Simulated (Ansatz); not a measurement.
Base system: SiC in the zinc blende structure (space group F-43m, No. 216; a = 4.3290 Å). Axes: x, y, z lie along the cube axes.

Computed with LDA (Ansatz, a program for electronic structure; PAW; 420 eV plane waves; no spin-orbit coupling).

Strains are applied to the cell and any free atomic positions relax; under biaxial strain the out-of-plane vector relaxes too.

One change was made to it. Results:

```csv
quantity,base,after
"valence-band top at Γ (three highest levels, from the VBM)","0.00, 0.00, 0.00 eV","0.00, -0.27, -0.27 eV"
energy relative to the base (free energy F),0 meV/atom,+17 meV/atom
```

Task: What was done to the base?
A) biaxial strain +2.00 %, plane normal [001], relaxed out of plane
B) biaxial strain −1.00 %, plane normal [001], relaxed out of plane
C) biaxial strain −1.50 %, plane normal [001], relaxed out of plane
D) biaxial strain +2.50 %, plane normal [001], relaxed out of plane

Result: D, biaxial strain +2.50 %, plane normal [001], relaxed out of plane. For comparison, the valence-band top at Γ in the other runs: biaxial strain −1.50 %, plane normal [001], relaxed out of plane gives 0.00, 0.00, -0.18 eV; biaxial strain +2.00 %, plane normal [001], relaxed out of plane gives 0.00, -0.22, -0.22 eV; biaxial strain −1.00 %, plane normal [001], relaxed out of plane gives 0.00, 0.00, -0.12 eV.

The levels and masses belong to the bands next to the band gap. No phonon test of stability was made.
